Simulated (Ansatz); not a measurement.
Consider Ti-vacancy pair (Ti on one host Al site, one Al site vacant) in fcc Al, neutral cell. These are PBE, PAW (plane waves to 420 eV; Ansatz, a first-principles code) values and carry that method's errors.

32-site cell at the relaxed PBE lattice, a 4×4×4 k-point mesh shifted by half a step, smearing 0.10 eV, spin-restricted, no finite-size correction. Static, classical nuclei. Forms of the defect that were not tried may lie lower. The start lies 0.048 eV above the lowest site run (PBE).

Barriers: single points on a 6×6×6 k-point mesh shifted by half a step at the bands' geometries.

The step: one Al atom jumps into the vacancy from a nearby Al site (Ti-vacancy distance between ideal sites 5.72 → 4.95 Å). Atoms about the jump, Cartesian Å from the middle of the jump, before and after:

```json
[
 {"atom": "Al1", "x0": "-0.97", "y0": "0.00", "z0": "-0.96", "x1": "0.97", "y1": "0.00", "z1": "0.96"},
 {"atom": "Al2", "x0": "1.00", "y0": "2.02", "z0": "-0.99", "x1": "0.98", "y1": "2.02", "z1": "-1.00"},
 {"atom": "Al3", "x0": "1.00", "y0": "-2.02", "z0": "-0.99", "x1": "0.98", "y1": "-2.02", "z1": "-1.00"},
 {"atom": "Al4", "x0": "-0.97", "y0": "1.99", "z0": "1.03", "x1": "-1.01", "y1": "1.99", "z1": "0.99"},
 {"atom": "Al5", "x0": "-0.97", "y0": "-1.99", "z0": "1.03", "x1": "-1.01", "y1": "-1.99", "z1": "0.99"},
 {"atom": "Al6", "x0": "2.97", "y0": "0.00", "z0": "-0.96", "x1": "3.04", "y1": "0.00", "z1": "-1.02"},
 {"atom": "Al7", "x0": "-0.97", "y0": "0.00", "z0": "3.02", "x1": "-1.00", "y1": "0.00", "z1": "3.03"},
 {"atom": "Al8", "x0": "1.00", "y0": "0.00", "z0": "-3.01", "x1": "0.97", "y1": "0.00", "z1": "-2.98"},
 {"atom": "Al9", "x0": "-3.04", "y0": "0.00", "z0": "1.03", "x1": "-3.02", "y1": "0.00", "z1": "1.01"},
 {"atom": "Ti10", "x0": "1.00", "y0": "-4.04", "z0": "-3.01", "x1": "0.99", "y1": "-4.04", "z1": "-3.01"}
]
```

### Question
Where do these atoms stand at the saddle point, and how high is it?

### Answer

| atom | x | y | z |
|---|---|---|---|
| Al1 | 0.06 | -0.01 | 0.04 |
| Al2 | 1.05 | 2.16 | -1.02 |
| Al3 | 1.05 | -2.17 | -1.02 |
| Al4 | -1.06 | 2.15 | 1.06 |
| Al5 | -1.06 | -2.17 | 1.06 |
| Al6 | 2.98 | -0.01 | -0.98 |
| Al7 | -0.94 | -0.01 | 2.97 |
| Al8 | 0.96 | -0.01 | -2.94 |
| Al9 | -2.99 | -0.01 | 0.99 |
| Ti10 | 1.02 | -4.05 | -3.04 |
It lies 0.60 eV above the start and 0.44 eV above the end. The program found a first-order saddle point.
